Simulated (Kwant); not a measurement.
System: Ge/Si0.2Ge0.8 stack with 1 barrier. One parabolic valley. Leads of mass 0.12 mₑ with the band edge at 0; grid 0.1 nm; bias 0 V, dropping linearly over the stack.

| layer | thickness (nm) | band offset (eV) | mass (mₑ) |
|---|---|---|---|
| 1 | 7.2 | 0.12 | 0.14 |

Constants are typed, rounded textbook-type inputs, not results; the design itself was drawn at random and stands for no fabricated device.

Model: one-band effective-mass tight-binding model in one dimension, coherent, no space charge (Kwant).

Sweep values stay those of the base run.

The height of the first barrier was swept, all else fixed.

```csv
height of the first barrier (eV),transmission at E = 180.0 meV,transmission at E = 43.75 meV,transmission at E = 134.6 meV,transmission at E = 89.16 meV
0.072,0.90,0.035,0.98,0.50
0.096,0.89,0.0072,0.91,0.10
0.12,0.98,0.0019,0.31,0.022
0.14,0.89,0.00069,0.082,0.0070
```

From the first row to the last the transmission at E = 180.0 meV goes from 0.90 to 0.89. From the first row to the last the transmission at E = 43.75 meV goes from 0.035 to 0.00069.
